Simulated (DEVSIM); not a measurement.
Structure: illuminated GaAs p-on-n cell, one wavelength, at 300 K.

```
layer (left to right)  material  thickness (μm)  Nd (cm⁻³)  Na (cm⁻³)  τn (s)  τp (s)  absorption coefficient (cm⁻¹)
---------------------  --------  --------------  ---------  ---------  ------  ------  -----------------------------
1                          GaAs          0.0800          -     5.1e17  1.1e-8  4.8e-9                          13000
2                          GaAs            3.60     2.7e15          -  2.3e-8  2.3e-8                          13000
```

Left contact: ohmic, minority electron recombination velocity 30000 cm/s. Right contact: ohmic, minority hole recombination velocity 7000 cm/s. Voltage is applied to the left contact. Recombination: SRH at mid-gap, radiative, Auger. Light enters at the left, 4.8e17 photons cm⁻² s⁻¹, one pass, no reflection. Mobility is constant in doping.

This is a model device: material constants are rounded textbook-type values typed into the input, and sizes, dopings and lifetimes were drawn at random. Values at 300 K.

| parameter | GaAs |
|---|---|
| gap (eV) | 1.424 |
| affinity (eV) | 4.07 |
| permittivity | 12.9 |
| Nc (cm⁻³) | 4.7e17 |
| Nv (cm⁻³) | 9e18 |
| μn (cm²/Vs) | 8500 |
| μp (cm²/Vs) | 400 |
| B (cm³/s) | 2e-10 |
| Cn (cm⁶/s) | 1e-30 |
| Cp (cm⁶/s) | 1e-30 |

Model (solved in DEVSIM): 1D drift-diffusion, Boltzmann statistics, complete ionisation; no tunnelling, impact ionisation, image-force lowering or self-heating.

Task: Give the dark reverse current.

Result: 
```
V (V)  J (A/cm²)
-----  ---------
-0.04   -2.5e-11
-0.10   -5.1e-11
-0.20   -8.6e-11
-0.30   -1.2e-10
-0.40   -1.5e-10
-0.60   -2.0e-10
-0.80   -2.6e-10
-1.00   -3.0e-10
-1.30   -3.7e-10
-1.60   -4.3e-10
-2.00   -5.1e-10
```
